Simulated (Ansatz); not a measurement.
metastable zinc-blende GaN: the defect Cu_Ga

Method: PBE, PAW (plane waves to 420 eV; Ansatz, a first-principles code). The supercell holds 64 host sites (2×2×2 repeats of the unit cell), with a 2×2×2 shifted k-point sampling for the final energies. Site at the start: the Ga site. Finite-size and sampling errors can reach tenths of an eV here. The semilocal functional narrows the gap, so deep levels can fall outside it. Spin–orbit coupling is left out, and no Hubbard U is applied to the open shells. Each state is the lowest found from its start.

Formation energies E_f are those of the neutral cell. Chemical conditions: Ga-rich (Δμ(Ga) = 0.00 eV, Δμ(Cu) = -0.23 eV, bounded by Ga2Cu (P4/mmm); only phases computed here count, gases as isolated molecules at 0 K). Reference phases: Cu: fcc Cu, Ga: alpha gallium.

```
charge         moment (μB)  largest move off a lattice site (Å)  E_f, Ga-rich (eV)  above the lowest spin state (eV)
------  ------------------  -----------------------------------  -----------------  --------------------------------
+1                     3.0                                 0.02                  –                              0.00
+1                     3.0                                 0.02                  –                              0.00
0                      2.0                                 0.04               4.20                              0.00
0       not spin-polarised                                 0.04               4.43                              0.22
−1                     1.0                                 0.07                  –                              0.00
−2                     0.0                                 0.10                  –                              0.00
−2      not spin-polarised                                 0.10                  –                              0.00
```

Starting moments that weren't kept: charge +1 began with 1 μB and ended with 3.0; charge −2 began with 2 μB and ended with 0.0.
